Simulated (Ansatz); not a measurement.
BN (model structure, started from the BeO type, P4₂/mnm, No. 136, 8 atoms in the cell)

Calculation: LDA (Ansatz, an electronic-structure program, PAW).

Settings: plane-wave cutoff 520 eV, 8×8×14 k mesh (along the axes of the cell as run), Fermi–Dirac smearing 0.01 eV, scalar-relativistic PAW data made under PBE.

Cell (relaxed at this level):

Space group P4₂/mnm (No. 136); a = 4.3676 Å, b = 4.3676 Å, c = 2.5214 Å, α = 90.00°, β = 90.00°, γ = 90.00°

| atom | site | symmetry | x | y | z |
|---|---|---|---|---|---|
| B | 4g | m.2m | 0.1740 | 0.1740 | 0.5000 |
| N | 4f | m.2m | 0.3123 | 0.3123 | 0.0000 |

```json
{
 "band_gap": "4.59 eV (on the SCF k mesh)",
 "direct gap at Γ": "7.20 eV",
 "bulk modulus B0": "376 GPa"
}
```

Note: the bulk modulus is −V dP/dV from two relaxed cells at ±2 % in volume; the relaxation could raise the start's symmetry but not lower it, so the cell can be a saddle point.

The computed numbers hold no vibrational or temperature effects.

Cost on a shared machine: around 50 core-seconds (rough).

A model structure was made by putting elements into a prototype or built by hand; it is no filed structure, need not be a known phase, and can be a saddle point held by its symmetry.
